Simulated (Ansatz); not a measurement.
LiCl (P6₃mc, No. 186, 4 atoms in the cell; start mp-1185319; a measured phase of this formula has another space group), treated with r²SCAN (PAW; Ansatz, a program for electronic structure).

Settings: plane-wave cutoff 560 eV, 12×12×6 k mesh (along the axes of the cell as run), Fermi–Dirac smearing 0.01 eV, scalar-relativistic PAW data made under PBE.

Cell (relaxed with PBEsol):

```
CELL_PARAMETERS angstrom
      3.88215     0.00000     0.00000
     -1.94108     3.36204     0.00000
      0.00000     0.00000     6.17545
ATOMIC_POSITIONS crystal
  Li 0.66667 0.33333 0.87874
  Li 0.33333 0.66667 0.37874
  Cl 0.66667 0.33333 0.49626
  Cl 0.33333 0.66667 0.99626
```

Problem. What does this level give for the band gap?

Solution. 
* **band gap**: 6.72 eV (direct)

Note: cell and atoms aren't relaxed at this level (pressure 0.4 GPa).

The computed numbers hold no vibrational or temperature effects.

The result took roughly 29 core-seconds.

A start named mp-… is a Materials Project structure, which need not be a measured phase.
